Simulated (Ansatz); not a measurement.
An Ansatz (a quantum-chemistry and plane-wave program) run: HfO2 with a change (isotropic strain +1.00 %); LDA, PAW, 420 eV (Ansatz; no spin-orbit coupling).

Input:

Ansatz 0.2 input:
```yaml
crystal:
  lattice:
    - [0, 2.5255233004, 2.5255233004]
    - [2.5255233004, 0, 2.5255233004]
    - [2.5255233004, 2.5255233004, 0]
  atoms:
    - { symbol: Hf, position: [0, 0, 0] }
    - { symbol: O, position: [0.25, 0.25, 0.25] }
    - { symbol: O, position: [0.75, 0.75, 0.75] }
basis: { ecutwfc: 420, ecutrho_ratio: 4, xc_grid: 2, fft_grid_basis: typed }
kpoints: { mp_grid: { grid: [11, 11, 11] } }
hamiltonian:
  xc: lda
  dispersion: none
  pseudopotentials: { kind: paw }
scf: { occupations: { method: fermi_dirac, width: 0.05 }, convergence: { dr2_threshold: 0.0000000003 } }
relax: { f_tol: 0.005, max_steps: 50 }
output: { forces: true, stress: true }
checkpoint: { write: state.ck, write_every: 1000 }
```

Output (explanatory and most iteration lines left out):

```
Relaxation: its limit of steps is 50 (relax.max_steps)
Pseudopotential: Hf, paw, valence charge 26
Pseudopotential: O, paw, valence charge 6
Crystal: 3 atoms, lattice volume = 32.217 Å³
Basis set: ecut = 420 eV, 609 PW (Γ), exchange–correlation on 48×48×48 points (8 copies of the dense FFT grid, shifted against one another)
Bands: 23, of which v1, the nominal top of the filled ones, is band 19 counted from 1 (18 counted from 0)
Symmetry: 48 space group operations
Space group: Fm-3m (ITA 225), of the structure as read, at distance tolerance 3.2e-5 Å
k-points: 56 of 1331
Functional: x = slater, c = lda
SCF iter   1: F=—  HF=-16592.987248 eV  |F-HF|=—  |Δ(HF+E_count)|=         —  Δρ=1.87e-2  dr2=9.88e-2  ethr=1.77e-3  ⟨swp⟩=4.6  Hψ=4716  notcnv=0
SCF iter   2: F=—  HF=-16592.973760 eV  |F-HF|=—  |Δ(HF+E_count)|=   1.35e-2  Δρ=1.32e-2  dr2=4.13e-2  ethr=2.60e-4  ⟨swp⟩=2.0  Hψ=2787  notcnv=0
SCF 1 converged in 8 iterations: F = -16592.961927 eV  dr2 = 2.11e-11
relax step   1: F+E_penalty+E_count = -16592.96192685 eV  Δ(F+E_penalty+E_count) = +0.000e0 eV  max|allowed force component| = 1.542e-18 eV/Å  Δτ_max = 0.0000 Å  (8 SCF iters, accepted)
SCF converged after 8 iterations
Free energy (F): -16592.961927 eV
Internal energy: -16592.961927 eV  (E = F + TS)
E sigma→0 (E₀):  -16592.961927 eV
Fermi energy:    17.701108 eV
--- Forces (eV/Å), atoms counted from 1 ---
  atom   1  Hf     0.00000000     0.00000000    -0.00000000
  atom   2  O     -0.00000000     0.00000000    -0.00000000
  atom   3  O     -0.00000000     0.00000000    -0.00000000
--- Stress (GPa, compression-positive) ---
       -7.914347       0.000000      -0.000000
        0.000000      -7.914347       0.000000
        0.000000      -0.000000      -7.914347
  P = ⅓ Tr σ = -7.9143 GPa (-79.143 kbar)
--- Relaxed structure (1 steps of the walk, 1 accepted, 0 SCFs on fresh bases) ---
  atoms:
    - { symbol: Hf, position: [0.0, 0.0, 0.0] }
    - { symbol: O, position: [0.25, 0.25, 0.25] }
    - { symbol: O, position: [0.7500000000000001, 0.7500000000000001, 0.7500000000000001] }
```

Spin-orbit coupling, missing from the scalar runs, can matter with Hf. Stability against distortions was not tested. The cell was made from HfO2 in the fluorite structure (space group Fm-3m, No. 225) by this change: isotropic strain +1.00 %. This is not the structure that HfO2 has at room temperature and ambient pressure.
